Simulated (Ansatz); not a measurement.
Seebeck coefficient (μV/K, mean over directions) of p-type LiF (P6_3mc) against carrier density, PBEsol, rigid bands in Ansatz (a first-principles code). Computed gap 7.60 eV; densities at which minority carriers matter at this gap, or further valleys turn the trend, are left out. Conductivity mass 3.4 mₑ (harmonic mean over directions), N_v = 2.3e20 cm⁻³ at 300 K.

```tsv
hole density	300 K	500 K
1e16 cm⁻³	1082	(withheld)
1e17 cm⁻³	883	978
1e18 cm⁻³	685	780
3e18 cm⁻³	590	685
1e19 cm⁻³	487	582
3e19 cm⁻³	393	488
1e20 cm⁻³	293	386
3e20 cm⁻³	(withheld)	(withheld)
1e21 cm⁻³	129	210
```

Task: What belongs in the gaps?

Result: 
- 1e16 cm⁻³, 500 K: 1177
- 3e20 cm⁻³, 300 K: 207
- 3e20 cm⁻³, 500 K: 297

Rigid bands with a gap fixed in temperature, one relaxation time for all states, no polarons or phonon drag, and whether or not such doping can be reached. Spin-orbit coupling is left out.

Computed structure with no diffraction record at hand here (it may be known, metastable or hypothetical): LiF (P6_3mc).
